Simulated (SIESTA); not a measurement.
SIESTA run on TePdSe (P3m1, 3 atoms in the cell): self-consistent single point.

Level of theory: GGA PBEsol, numerical atomic orbitals DZP, PseudoDojo PBEsol standard norm-conserving potentials (rewritten from UPF to PSML) (SIESTA).

The change in words: lattice scaled by 0.98. Reference geometry:
```yaml
crystal:
  lattice:
    - [3.92744, 0.00000, 0.00000]
    - [-1.96372, 3.40126, 0.00000]
    - [0.00000, 0.00000, 5.02889]
  atoms:
    - { symbol: Te, position: [0.00000, 0.00000, 0.73055] }
    - { symbol: Pd, position: [0.33333, 0.66667, 0.00891] }
    - { symbol: Se, position: [0.66667, 0.33333, 0.26054] }
```

Reference input (self-consistent single point, DFT, GGA PBEsol, numerical atomic orbitals DZP, PseudoDojo PBEsol standard norm-conserving potentials (rewritten from UPF to PSML)): XC.functional = GGA; XC.authors = PBEsol; potentials = PseudoDojo PBEsol standard; PAO.BasisSize = DZP; PAO.EnergyShift = 0.01 Ry; MeshCutoff = 400 Ry; kgrid.MonkhorstPack = 10 10 7; OccupationFunction = MP; OccupationMPOrder = 0; ElectronicTemperature = 1160.45 K; MaxSCFIterations = 150; SCF.Mixer.Method = Broyden. This run's input differs from it in these lines:

```diff
@@ -13,5 +13,5 @@
 %block LatticeVectors
-     3.927440000    0.000000000    0.000000000
-    -1.963720000    3.401263000    0.000000000
-     0.000000000    0.000000000    5.028890000
+     3.848891000    0.000000000    0.000000000
+    -1.924446000    3.333238000    0.000000000
+     0.000000000    0.000000000    4.928312000
 %endblock LatticeVectors
```

Log, with long lists cut:

```
        iscf     Eharris(eV)        E_KS(eV)     FreeEng(eV)     dDmax    Ef(eV) dHmax(eV)
   scf:    1    -9803.751940    -9808.787059    -9808.794659  0.729188 -3.172642  4.010857
   scf:    2    -9809.058331    -9808.933083    -9808.940833  0.025707 -3.252782  3.321402
   scf:    3    -9809.160687    -9809.077913    -9809.085955  0.050944 -3.428199  1.652477
   scf:    4    -9809.156446    -9809.122868    -9809.130953  0.031242 -3.561781  0.619514
   scf:    5    -9809.135200    -9809.130156    -9809.138313  0.016699 -3.635998  0.111149
   [... 6 lines left out ...]
   scf:   12    -9809.130764    -9809.130765    -9809.138949  0.000048 -3.633392  0.001321
   scf:   13    -9809.130764    -9809.130764    -9809.138949  0.000029 -3.633349  0.001005
   scf:   14    -9809.130764    -9809.130764    -9809.138949  0.000016 -3.633328  0.000791
   scf:   15    -9809.130764    -9809.130764    -9809.138949  0.000008 -3.633322  0.000637
SCF Convergence by DM+H criterion
max |DM_out - DM_in|         :     0.0000082926
max |H_out - H_in|      (eV) :     0.0006366293
SCF cycle converged after 15 iterations

Using DM_out to compute the final energy and forces

siesta: E_KS(eV) =            -9809.1308

siesta: E_KS - E_eggbox =     -9809.1308

siesta: Atomic forces (eV/Ang):
     1    0.000026   -0.000013   -0.781558
     2    0.000174   -0.000101    0.126650
     3   -0.000060    0.000033    0.656153
   Tot    0.000139   -0.000081    0.001245
   Max    0.781558
   Res    0.342768    sqrt( Sum f_i^2 / 3N )
   Max    0.781558    constrained

Stress tensor Voigt[x,y,z,yz,xz,xy] (kbar):      -60.31      -60.13      -41.42       -0.00        0.01        0.16
(Free)E + p*V (eV/cell)    -9807.0099
Target enthalpy (eV/cell)    -9809.1389

   [... lines left out ...]
siesta: FreeEng =     -9809.138949
   [... lines left out ...]
siesta:    -0.037641    0.000098    0.000005
siesta:     0.000098   -0.037527   -0.000003
siesta:     0.000005   -0.000003   -0.025854

siesta: Cell volume =         63.226644 Ang**3

siesta: Pressure (static):
siesta:                Solid            Molecule  Units
siesta:           0.00036675          0.00047977  Ry/Bohr**3
siesta:           0.03367385          0.04405015  eV/Ang**3
siesta:          53.95145264         70.57612598  kBar
```

The run converged in 15 iterations. Against the reference run the free energy goes up by 13.2 meV/atom, the pressure goes from -1.55 to 5.40 GPa and the largest force goes from 0.199 to 0.782 eV/Å.

The starting cell comes from a database of computed structures (which also holds hypothetical and non-ambient phases and stackings), without a prior relaxation at this level. For this run, on top of that: lattice scaled by 0.98. Spin polarisation is off. Values carry the incompleteness of an atom-centred basis. With a pressure of about 5 GPa the cell is away from its equilibrium volume at this level.

Cost on one core of a shared machine: roughly 70 s.
